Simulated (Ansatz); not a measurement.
Consider the reaction energy. Reaction: Sb (R-3m) + 3/2 H2 (gas) → SbH3 (gas). The sign is products less reactants.

Sb (R-3m), 2 atoms in the cell, k-point mesh 10×10×10 on the run's own vectors. Conventional cell: a = b = 4.3241 Å, c = 11.0498 Å, α = β = 90.00°, γ = 120.00°.

An isolated SbH3 molecule (singlet) in a box of 13 × 13 × 13 Å.
```xyz
4

Sb     0.0000     0.0000     0.7379
H      1.4166     0.0000    -0.2460
H     -0.7083     1.2268    -0.2460
H     -0.7083    -1.2268    -0.2460
```

An isolated H2 molecule (singlet) in a box of 11 × 11 × 13 Å.

Computed with Ansatz (plane waves, PAW), its default PAW set, cutoff 420 eV, 500 eV for r2SCAN. The structures are at rest with PBE+D3(BJ); other levels are single points on them. HSE06 runs on coarser k-point meshes, mended by the PBE difference between the two meshes. Some cells are metallic or hold partly filled levels, where a hybrid on a coarse mesh is less sure. Neutral cells; Fermi-Dirac smearing of at most 0.05 eV in the solids, energies taken to zero width. The lattices are those relaxed with PBE+D3(BJ), so at other levels the solids can be strained, which adds to the spread. A dispersion term (D3(BJ), or D4 for r2SCAN) was computed beside these levels and is taken off wherever the name lacks it. Static lattices, no vibrational contributions. The runs are scalar-relativistic, without spin-orbit coupling.

Question: What value does PBE+D3(BJ) give?

Answer: 1.49 eV, for Sb (R-3m) + 3/2 H2 (gas) → SbH3 (gas).

Question: What do the other levels give, and how wide is the spread?

Answer: 
```tsv
Level	value (eV)	less PBE+D3(BJ)
r2SCAN	1.10	-0.39
r2SCAN+D4	1.26	-0.23
HSE06	1.02	-0.47
```

The levels span 0.47 eV, from HSE06 (1.02) to PBE+D3(BJ) (1.49).

Ansatz is a program for electronic structure.
